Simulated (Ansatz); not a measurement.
# A computed series for LiF: response to strain

Start from LiF in the rock salt structure (space group Fm-3m, No. 225; a = 4.068 Å).

Strains are applied to the cell and any free atomic positions relax.

Calculations: PBE (Ansatz, a program for electronic structure; PAW; 420 eV plane waves; spin-orbit coupling left out).

Notes on the quantities. energy relative to the base: free energy F.

```
variant                   shortest interatomic distance   electron mass  width of the top valence band  energy relative to the base
------------------------  -----------------------------  --------------  -----------------------------  ---------------------------
base                                           203.4 pm  0.86 mₑ (at Γ)                        0.95 eV                   0 meV/atom
isotropic strain −3.00 %                       197.3 pm  0.92 mₑ (at Γ)                        1.09 eV                 +16 meV/atom
isotropic strain −2.00 %                       199.3 pm  0.90 mₑ (at Γ)                        1.04 eV                +6.8 meV/atom
isotropic strain −1.00 %                       201.4 pm  0.88 mₑ (at Γ)                        1.00 eV                +1.6 meV/atom
isotropic strain −0.50 %                       202.4 pm  0.87 mₑ (at Γ)                        0.98 eV                +0.4 meV/atom
isotropic strain +0.50 %                       204.4 pm  0.86 mₑ (at Γ)                        0.93 eV                +0.4 meV/atom
isotropic strain +1.00 %                       205.4 pm  0.85 mₑ (at Γ)                        0.91 eV                +1.5 meV/atom
isotropic strain +1.50 %                       206.5 pm  0.84 mₑ (at Γ)                        0.89 eV                +3.4 meV/atom
isotropic strain +2.50 %                       208.5 pm  0.83 mₑ (at Γ)                        0.85 eV                +9.2 meV/atom
isotropic strain +3.00 %                       209.5 pm  0.82 mₑ (at Γ)                        0.84 eV                 +13 meV/atom
```

The levels and masses belong to the bands next to the band gap. Masses are band curvatures over ±0.01 Å⁻¹ around the edge. Stability against distortions was not tested.
